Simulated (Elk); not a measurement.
Worked example: self-consistent single point of W (Im-3m, 1 atom in the cell) in Elk.

Method: PBE, all-electron FP-LAPW, Elk's shipped species files, APW+lo basis with extra local orbitals (Elk).

```xyz
1
Lattice="-1.5721 1.5721 1.5721 1.5721 -1.5721 1.5721 1.5721 1.5721 -1.5721" Properties=species:S:1:pos:R:3 pbc="T T T"
W      0.0000     0.0000     0.0000
```

Reference input (self-consistent single point, DFT, PBE, all-electron FP-LAPW, Elk's shipped species files, APW+lo basis with extra local orbitals): xctype = 20; rgkmax = 8; stype = 3; swidth = 0.00367493 Ha; ngridk = 7 7 7; gmaxvr = 14 1/bohr; nxlo = 2; lorbcnd = true; rmtscf = 0.86; lmaxi = 2. This run's input differs from it in these lines:

```diff
@@ -28,3 +28,3 @@
 swidth
-  0.00367493
+  0.000734986
 
@@ -42,3 +42,3 @@
 ngridk
-  7 7 7
+  11 11 11
```

The program printed (abridged):

```
│ Self-consistent loop started │
│ Loop number : 1 │
 total energy                :     -16166.5437536
│ Loop number : 2 │
 total energy                :     -16166.7519431
RMS change in Kohn-Sham potential (target) :   0.1587632782     (  0.1000000000E-05)
Absolute change in total energy (target)   :   0.2081895045     (  0.1000000000E-03)
│ Loop number : 3 │
 total energy                :     -16166.9384397
RMS change in Kohn-Sham potential (target) :   0.1526208592     (  0.1000000000E-05)
Absolute change in total energy (target)   :   0.2385439388     (  0.1000000000E-03)
│ Loop number : 4 │
   [... lines left out ...]
Absolute change in total energy (target)   :   0.9913311624E-04 (  0.1000000000E-03)
│ Loop number : 14 │
 total energy                :     -16166.2546686
RMS change in Kohn-Sham potential (target) :   0.5693595607E-07 (  0.1000000000E-05)
Absolute change in total energy (target)   :   0.1062747833E-03 (  0.1000000000E-03)
│ Loop number : 15 │
 total energy                :     -16166.2546705
RMS change in Kohn-Sham potential (target) :   0.3229516101E-07 (  0.1000000000E-05)
Absolute change in total energy (target)   :   0.2844539995E-04 (  0.1000000000E-03)
Convergence targets achieved

│ Loop number : 16 │

Energies :
 Fermi                       :     0.577413072602
 total energy                :     -16166.2546727

Density of states at Fermi energy :    21.54139159
 (states/Hartree/unit cell)

Estimated indirect band gap :   0.2481664680E-02
 from k-point      7 to k-point     28
Estimated direct band gap   :   0.1700156402E-01
 at k-point     49

Charges :
 core                        :    46.00000000
 valence                     :    28.00000000
 interstitial                :    2.235306272
 muffin-tins (core leakage)
  species :    1 (W)
   atom    1                 :    71.76469373     (  0.2097679229E-05)
 total in muffin-tins        :    71.76469373
 total calculated charge     :    73.99751059
 total charge                :    74.00000000
 error                       :   0.2489414063E-02

│ Self-consistent loop stopped │
```

The run converged in 16 iterations. The count includes the last loop, which Elk runs after its targets are met. Against the reference run the free energy drops by 33.9 meV/atom.

The starting cell has typed, rounded lattice constants, without a prior relaxation at this level. Its lattice was rescaled by up to half a per cent. Spin-orbit coupling is off. Spin polarisation is off. Values depend on the basis (sphere radii, cutoffs, local orbitals), which need not be converged. The log's line on a gap gives a spacing of levels on this mesh, which the program prints for metals too.
